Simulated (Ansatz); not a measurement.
# NH3 on the 1x1 (110) surface of bcc Ta, one in a 2x2 cell, started at the site 'bridge Ta-Ta (span 2.9 Å)'

Method: r2SCAN, at the PBE geometry (plane waves to 500 eV, PAW; Ansatz, a first-principles code).

Model: 20-atom slab, 6.8 Å thick at the start under the adsorbate (thin: gaps and levels are the slab's own), 5x5x1 mesh, Fermi-Dirac 0.1 eV, dipole correction, single point; no symmetry held, on the structure that PBE left; no spin, no spin-orbit, no U, no dispersion correction. At the end it is bonded to Ta. In PBE it is, or lies within 0.03 eV of, the lowest of the starts that converged; the order may differ at this level.

* **adsorption energy against NH3(g) at the same level**: -0.90 eV
* **work function of the top face**: 2.58 eV
* **change of the work function**: -2.30 eV
* **change of the step from the bottom to the top vacuum level, against the clean slab**: -2.27 eV
* **height of the binding atom over the mean of the host atoms within 0.3 Å of the top one**: 2.507 Å
* **nearest host atoms of the binding atom**: Ta at 2.33 Å, Ta at 3.84 Å, Ta at 3.85 Å
* **note**: in the relaxation the adsorbate left its starting site by 1.4 Å
* **cost**: around 5 core-minutes (rough)

A negative adsorption energy means that the adsorbate is more stable on the surface than in its reference.
